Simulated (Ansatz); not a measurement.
For zinc-blende BaO (model structure), PBEsol (Ansatz, a program for electronic structure, plane waves, PAW) gives:

```
Quantity                      Value
-------------------  --------------
lattice parameter a         5.861 Å
formation enthalpy   -2.531 eV/atom
```

**Question.** What does rVV10 (Ansatz, plane waves, PAW) give for the same quantities?

**Answer.** 
- lattice constant a: 5.955 Å (rises by 1.6 %)
- formation enthalpy: -2.648 eV/atom (moves by -0.117 eV/atom)

Changes are worked out from the printed values.

Unless a cell is named, each level is at its own relaxed cell (PBEsol 25.17, rVV10 26.40 Å³/atom).

Ansatz's density-functional and Hartree–Fock values are scalar-relativistic unless marked +SOC, with PAW data made under PBE.

A model structure was made by putting elements into a prototype or built by hand; it is no filed structure, need not be a known phase, and can be a saddle point held by its symmetry.
